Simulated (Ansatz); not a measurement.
Si (I4₁/amd, No. 141, 2 atoms in the cell; start mp-92; high-pressure phase) was calculated with LDA in Ansatz (plane waves, PAW).

The run printed, among other lines:

```
Crystal: 2 atoms, lattice volume = 30.024 Å³
Basis set: ecut = 520 eV, 797 PW (Γ), exchange–correlation on 54×54×54 points (8 copies of the dense FFT grid, shifted against one another)
Bands: 8, of which v1, the nominal top of the filled ones, is band 4 counted from 1 (3 counted from 0)
Symmetry: 16 space group operations
Space group: I41/amd (ITA 141), of the structure as read, at distance tolerance 3.1e-5 Å
k-points: 1063 of 13824
Functional: x = slater, c = lda
SCF iter   1: F=—  HF=-1216.885362 eV  |F-HF|=—  |Δ(HF+E_count)|=         —  Δρ=4.82e-3  dr2=5.57e-3
SCF iter   2: F=—  HF=-1216.883708 eV  |F-HF|=—  |Δ(HF+E_count)|=   1.65e-3  Δρ=2.82e-3  dr2=1.99e-3
  ...
SCF iter   5: F=—  HF=-1216.882859 eV  |F-HF|=—  |Δ(HF+E_count)|=   1.41e-6  Δρ=5.17e-6  dr2=8.81e-9
SCF iter   6: F=-1216.882859 eV  HF=-1216.882859 eV  |F-HF|=3.18e-12  |Δ(HF+E_count)|=   4.12e-9  Δρ=2.52e-7  dr2=7.16e-12
SCF 1 converged in 6 iterations: F = -1216.882859 eV  dr2 = 7.16e-12
SCF converged after 6 iterations
Free energy (F): -1216.882859 eV
Internal energy: -1216.876796 eV  (E = F + TS)
E sigma→0 (E₀):  -1216.879827 eV
Fermi energy:    9.666913 eV
--- Forces (eV/Å), atoms counted from 1 ---
  atom   1  Si    -0.00000000     0.00000000     0.00000000
  atom   2  Si    -0.00000000     0.00000000     0.00000000
--- Stress (GPa, compression-positive) ---
       -1.636615      -0.000000       0.000000
       -0.000000      -1.636615      -0.000000
        0.000000       0.000000      -1.294022
  P = ⅓ Tr σ = -1.5224 GPa (-15.224 kbar)
```

**Question.** Write an input file that could have produced this run (the log leaves some choices open).

**Answer.** This is not unique; one that fits is 
Ansatz 0.2 input:
```yaml
crystal:
  lattice:
    - [-2.3927209584, 2.3927209584, 1.3110765221]
    - [2.3927209584, -2.3927209584, 1.3110765221]
    - [2.3927209584, 2.3927209584, -1.3110765221]
  atoms:
    - { symbol: Si, position: [0.25, 0.75, 0.5] }
    - { symbol: Si, position: [0.5, 0.5, 0.0] }
basis:
  ecutwfc: 520
  ecutrho_ratio: 4
  xc_grid: 2
kpoints:
  mp_grid: { grid: [24, 24, 24] }
hamiltonian:
  xc: lda
  dispersion: none
  pseudopotentials: { kind: paw }
scf:
  occupations: { method: fermi_dirac, width: 0.05 }
  convergence: { dr2_threshold: 0.0000000002 }
output:
  forces: true
  stress: true
  eigenvalues: true
```

The PAW data were made under PBE.

Note: cell and atoms aren't relaxed at this level (pressure -1.5 GPa).

The result took roughly 20 core-seconds.

A start named mp-… is a Materials Project structure, which need not be a measured phase.

Ansatz is a program for electronic structure.
